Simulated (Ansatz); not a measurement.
Short convergence ladders for P (Imma, 2 atoms in the cell)

```yaml
crystal:
  lattice:
    - [-1.69659, 2.52271, 1.86452]
    - [1.69659, -2.52271, 1.86452]
    - [1.69659, 2.52271, -1.86452]
  atoms:
    - { symbol: P, position: [0.80331, 0.05331, 0.75000] }
    - { symbol: P, position: [0.19669, 0.94669, 0.25000] }
```

Base method: LDA (PW92), default PAW files made with PBE (plane waves; Ansatz, a quantum-chemistry and plane-wave program).

Base settings: basis.ecutwfc = 420 eV; kpoints.mp_grid.grid = 13 13 13; hamiltonian.xc = lda; hamiltonian.pseudopotentials = {kind: paw} (the program's default PAW files); scf.occupations.method = gaussian; scf.occupations.width = 0.1 eV.

The count of work is k-points × plane waves × bands × iterations; it is no time. Core times come from one kind of shared machine, to one figure; runs under 30 s give none.

**Zone-centre phonons against the mesh**

In this ladder: phonons.method = dfpt.

Frequencies are those of the unrelaxed cell, without the LO-TO term of polar crystals.

Only quantities that move along the ladder and can be compared are tabulated.

| kpoints.mp_grid.grid | highest zone-centre frequency (cm⁻¹) | core time / last (rough) |
|---|---|---|
| 4 4 4 | 236.5 | – |
| 5 5 5 | 389.4 | – |
| 7 7 7 | 363.0 | – |
| 8 8 8 | 385.9 | – |
| 10 10 10 | 401.6 | – |
| 15 15 15 | 410.9 | 0.09 |
| 24 24 24 | 413.8 | 0.3 |
| 30 30 30 | 413.8 | 1 |

Coarsest kpoints.mp_grid.grid that holds the highest zone-centre frequency within 10 cm⁻¹ of the last step, with all finer ones: 15 15 15, at about 0.09 of the last step's time; the step before is off by 12 cm⁻¹.

**The size of a vacancy's supercell**

On P (Imma, 4 atoms in the cell), and larger cells.

Steps: 2 x 1 x 1 supercell, one P atom taken out, nothing relaxed; 2 x 2 x 1 supercell, one P atom taken out, nothing relaxed; and so on, with the mesh thinned in proportion.

Only quantities that move along the ladder and can be compared are tabulated.

```tsv
atoms	unrelaxed vacancy energy (eV)	count of work / last	core time / last (rough)
4	2.184	0.12	–
8	2.095	0.26	0.1
16	2.028	0.21	0.1
24	1.988	0.90	0.6
54	1.847	1.0	1
```

Smallest size that holds the unrelaxed vacancy energy within 0.1 eV: not settled: the last two steps still differ by 0.14 eV, over half the tolerance, so the ladder does not show it.

On the base run: the starting cell comes from a database of computed structures (which also holds hypothetical and non-ambient phases and stackings), without a prior relaxation at this level. Its lattice was rescaled by up to half a per cent.

Left out of this page: 1 run of the series outside the window shown, repeating another row's setting, or not comparable.

Keys are those of Ansatz 0.2.
